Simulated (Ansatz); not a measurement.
Structures of equal composition on the (111) surface of fcc Ir: a pseudomorphic layer of Ag in the host's stacking; a pseudomorphic layer of Ag in the other hollow. The slabs share one bottom face, and each structure is named by its start. These are constructed structures in small cells; real faces may alloy, dewet or reconstruct in larger ones, and not all known structures of the face are among them. Slabs of about 11 Å, Fermi-Dirac smearing of 0.1 eV. Bottom of the slabs: a bare face, its two planes held. Relaxed from the named starts with such symmetry as they have, on meshes of like density; energies extrapolated to zero smearing; spin only where a row says so; no spin-orbit coupling, no U. Brackets mark spin-polarised runs, whose order is one that fits the cell.

Computed with PBE (plane waves to 420 eV, PAW; Ansatz, an electronic-structure program).

Problem. Put the candidates in order of energy per 1x1 cell, lowest first, for PBE.

Solution. a pseudomorphic layer of Ag in the host's stacking (0.000 eV), a pseudomorphic layer of Ag in the other hollow (0.032 eV)
